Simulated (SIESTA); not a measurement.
A self-consistent single point of SiO₂ (I-4m2, 15 atoms in the cell) with SIESTA.

Method of the run: LDA PW92, numerical atomic orbitals TZP, PseudoDojo LDA standard norm-conserving potentials (rewritten from UPF to PSML) run with SIESTA.

```xyz
15
Lattice="-3.5968 3.5968 6.0636 3.5968 -3.5968 6.0636 3.5968 3.5968 -6.0636" Properties=species:S:1:pos:R:3 pbc="T T T"
Si     0.0000     0.0000     0.0000
Si     1.4818     0.0000     9.5535
Si     3.5968     2.1150    -3.4900
Si     2.1150     3.5968     3.4900
Si     0.0000     1.4818     2.5736
O      0.0000     1.3058     0.9591
O     -2.2910     3.5968     5.1044
O      0.0000     5.8879     0.9591
O      2.2910     3.5968     5.1044
O      0.0000     0.0000     8.8978
O      0.0000     0.0000     3.2293
O     -1.3181     2.2787     3.0318
O     -1.3181     4.9149     3.0318
O      1.3181     4.9149     3.0318
O      1.3181     2.2787     3.0318
```

Reference input (self-consistent single point, DFT, LDA PW92, numerical atomic orbitals TZP, PseudoDojo LDA standard norm-conserving potentials (rewritten from UPF to PSML)): XC.functional = LDA; XC.authors = PW92; potentials = PseudoDojo LDA standard; PAO.BasisSize = TZP; PAO.EnergyShift = 0.005 Ry; MeshCutoff = 300 Ry; kgrid.MonkhorstPack = 4 4 4; OccupationFunction = FD; ElectronicTemperature = 10 K; MaxSCFIterations = 150; SCF.Mixer.Method = Broyden; SCF.Mixer.Weight = 0.1. This run's input differs from it in these lines:

```diff
@@ -41,5 +41,5 @@
 %block kgrid.MonkhorstPack
-    4   0   0  0.0
-    0   4   0  0.0
-    0   0   4  0.0
+    2   0   0  0.0
+    0   2   0  0.0
+    0   0   2  0.0
 %endblock kgrid.MonkhorstPack
```

Output (repeated stretches shortened):

```
        iscf     Eharris(eV)        E_KS(eV)     FreeEng(eV)     dDmax    Ef(eV) dHmax(eV)
   scf:    1    -5030.412520    -5073.880848    -5073.880848  1.553069-10.530398  7.496039
   scf:    2    -5085.637602    -5080.021996    -5080.021996  0.035070-10.147589  5.604920
   scf:    3    -5090.820947    -5088.068834    -5088.068834  0.114040 -4.381431  0.267655
   scf:    4    -5088.057194    -5088.074602    -5088.074602  0.009850 -4.455176  0.215051
   scf:    5    -5088.099579    -5088.088068    -5088.088068  0.008881 -4.463783  0.160805
   scf:    6    -5088.089975    -5088.091356    -5088.091356  0.003486 -4.435586  0.054592
   scf:    7    -5088.091759    -5088.091560    -5088.091560  0.001072 -4.435878  0.050343
   scf:    8    -5088.092688    -5088.092213    -5088.092213  0.001742 -4.438870  0.014490
   scf:    9    -5088.092356    -5088.092303    -5088.092303  0.000506 -4.440100  0.005188
   scf:   10    -5088.092311    -5088.092308    -5088.092308  0.000328 -4.438892  0.001253
   scf:   11    -5088.092309    -5088.092308    -5088.092308  0.000104 -4.438444  0.000439
   scf:   12    -5088.092308    -5088.092308    -5088.092308  0.000020 -4.438350  0.000393
SCF Convergence by DM+H criterion
max |DM_out - DM_in|         :     0.0000199571
max |H_out - H_in|      (eV) :     0.0003928028
SCF cycle converged after 12 iterations

Using DM_out to compute the final energy and forces

siesta: E_KS(eV) =            -5088.0923

siesta: E_KS - E_eggbox =     -5088.0923

siesta: Atomic forces (eV/Ang):
     1   -0.000101    0.000101    0.000000
     2   -0.050662   -0.000022    0.143062
     3    0.000023    0.050662   -0.143062
     4    0.051451    0.000023    0.143279
     5   -0.000022   -0.051451   -0.143279
     6   -0.001210    0.095977   -0.023410
     7    0.095503    0.000140    0.022111
     8   -0.000140   -0.095503   -0.022111
     9   -0.095977    0.001210    0.023410
    10   -0.000256   -0.000307   -0.121863
    11    0.000307    0.000256    0.121863
   [... lines left out ...]
siesta: FreeEng =     -5088.092308
   [... lines left out ...]
siesta:     0.001285   -0.000003    0.000006
siesta:    -0.000003    0.001285    0.000006
siesta:     0.000006    0.000006    0.000979

siesta: Cell volume =        313.784654 Ang**3

siesta: Pressure (static):
siesta:                Solid            Molecule  Units
siesta:          -0.00001289         -0.00003207  Ry/Bohr**3
siesta:          -0.00118313         -0.00294480  eV/Ang**3
siesta:          -1.89558299         -4.71809360  kBar
```

The run converged in 12 iterations. Against the reference run the free energy stays essentially unchanged (within 1 meV/atom), the pressure moves little (-0.18 to -0.19 GPa), the largest force goes from 0.158 to 0.152 eV/Å and the gap on the mesh moves little (6.894 to 6.893 eV).

The starting cell comes from a database of computed structures (which also holds hypothetical and non-ambient phases and stackings), without a prior relaxation at this level. Values carry the incompleteness of an atom-centred basis.
